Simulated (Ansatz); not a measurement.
Band structure of HfRu3 (P6_3/mmc, 8 atoms in the cell).

```yaml
crystal:
  lattice:
    - [5.66451, 0.00000, 0.00000]
    - [-2.83225, 4.90561, 0.00000]
    - [0.00000, 0.00000, 4.45928]
  atoms:
    - { symbol: Hf, position: [0.66667, 0.33333, 0.25000] }
    - { symbol: Hf, position: [0.33333, 0.66667, 0.75000] }
    - { symbol: Ru, position: [0.32920, 0.16460, 0.75000] }
    - { symbol: Ru, position: [0.67080, 0.83540, 0.25000] }
    - { symbol: Ru, position: [0.16460, 0.32920, 0.25000] }
    - { symbol: Ru, position: [0.83540, 0.67080, 0.75000] }
    - { symbol: Ru, position: [0.83540, 0.16460, 0.75000] }
    - { symbol: Ru, position: [0.16460, 0.83540, 0.25000] }
```

Method: PBEsol, PAW files made with PBE (plane waves; Ansatz, a program for electronic structure).

Settings: basis.ecutwfc = 30.9 Ry; kpoints.mp_grid.grid = 4 4 5; hamiltonian.xc = pbesol; hamiltonian.pseudopotentials = {kind: paw} (the program's default PAW files); scf.occupations.method = gaussian; scf.occupations.width = 0.0073 Ry; kpoints.band_path.npoints = 8.

The starting cell comes from a database of computed structures (which also holds hypothetical and non-ambient phases and stackings), without a prior relaxation at this level. Spin-orbit coupling is off. Spin polarisation is off.

Levels in eV from the Fermi level, bands 72 to 79:
```tsv
point	72	73	74	75	76	77	78	79
Γ	-0.55	-0.33	-0.33	-0.15	0.78	1.48	1.73	1.84
M	-0.64	-0.60	-0.41	-0.10	-0.01	0.27	0.82	1.31
K	-0.64	-0.34	-0.03	0.01	0.01	0.46	0.46	1.00
A	0.02	0.82	0.82	0.82	0.82	1.69	1.69	2.14
L	-0.82	-0.81	-0.81	0.06	0.06	0.45	0.45	1.26
H	-0.72	-0.22	-0.22	-0.09	-0.09	0.31	0.31	1.28
```

Bands cross the Fermi level along this path, so the cell is metallic at this level.

Keys are those of Ansatz 0.2.
